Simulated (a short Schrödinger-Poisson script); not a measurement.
Structure: MOS inversion layer, Al2O3 on p-type Si(100), at 400 K.

| layer | material | thickness (nm) | Na (cm⁻³) |
|---|---|---|---|
| 1 | Al2O3 | 3.1 | - |
| 2 | Si | 830 | 2.7e17 |

The device is made up for the run: typed textbook-type constants, with dimensions and the other settings drawn at random. Al2O3: permittivity 9, conduction-band edge (eV) 2.7, gap (eV) 6.8, electron mass (mₑ) 0.3. Si: permittivity 11.7, conduction-band edge (eV) 0, gap (eV) 1.124, Nv at 300 K (cm⁻³) 3.1e19.

Channel valleys (confinement mass, in-plane density-of-states mass, number): Δ2 0.916, 0.19, 2; Δ4 0.19, 0.417, 4. At the gate the conduction-band edge of layer 1 lies 2.74 eV − eVg above the Fermi level of the channel; the field vanishes at the back. Gaps are held at their typed values at every temperature. Mesh 0.03 nm at interfaces.

From a short Schrödinger-Poisson script (our own, NumPy): 1D Poisson equation in equilibrium, electrons classical, Boltzmann, parabolic valleys, classical holes, full ionisation, no traps, pinning or gate leakage.

The same stack at other levels of the model or other numerical settings:

```tsv
run	sheet density of all electrons at Vg = 0.85 V (cm⁻²)	sheet density of all electrons at Vg = 0.25 V (cm⁻²)	capacitance at Vg = 0.85 V (μF/cm²)	centroid of the channel electrons at Vg = 0.85 V (nm)	rough cost against the base
base	1.01e13	1.95e12	2.34	0.63	about 1
electrons treated as classical, Fermi-Dirac	9.66e12	1.91e12	2.20	0.78	4
electrons treated as quantum, Hartree	7.98e12	1.31e12	1.96	1.65	20
mesh six times as coarse	9.87e12	1.90e12	2.28	0.72	0.3
```

The classical rows ignore confinement, and Boltzmann statistics overrate the density once the band edge passes the Fermi level.
